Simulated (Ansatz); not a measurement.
Base system: SrCl₂ in the fluorite structure (space group Fm-3m, No. 225; a = 6.908 Å).

All numbers come from PBEsol/PAW in Ansatz (an electronic-structure program), scalar-relativistic without spin-orbit coupling.

Strains are applied to the cell and any free atomic positions relax.

One change was made to it. Results:

```json
[
 {"quantity": "pressure", "base": "0.00 GPa", "after": "1.23 GPa"},
 {"quantity": "electron mass", "base": "0.37 mₑ (at Γ)", "after": "0.95 mₑ along k, 0.61 mₑ across (at X)"},
 {"quantity": "energy relative to the base (free energy F)", "base": "0 meV/atom", "after": "+3.1 meV/atom"},
 {"quantity": "gap character", "base": "indirect, X → Γ", "after": "direct at X"}
]
```

Question: Which change produced these results?
A) isotropic strain −2.00 %
B) isotropic strain −2.50 %
C) isotropic strain −1.00 %
D) isotropic strain −0.50 %
E) isotropic strain +3.00 %

Answer: C, isotropic strain −1.00 %. For comparison, the electron mass in the other runs: isotropic strain −0.50 % gives 0.38 mₑ (at Γ); isotropic strain −2.50 % gives 0.92 mₑ along k, 0.59 mₑ across (at X); isotropic strain +3.00 % gives 0.38 mₑ (at Γ); isotropic strain −2.00 % gives 0.93 mₑ along k, 0.60 mₑ across (at X).

Masses are band curvatures over ±0.01 Å⁻¹ around the edge. Along k means along the line from Γ to the band edge. Stability against distortions was not tested.
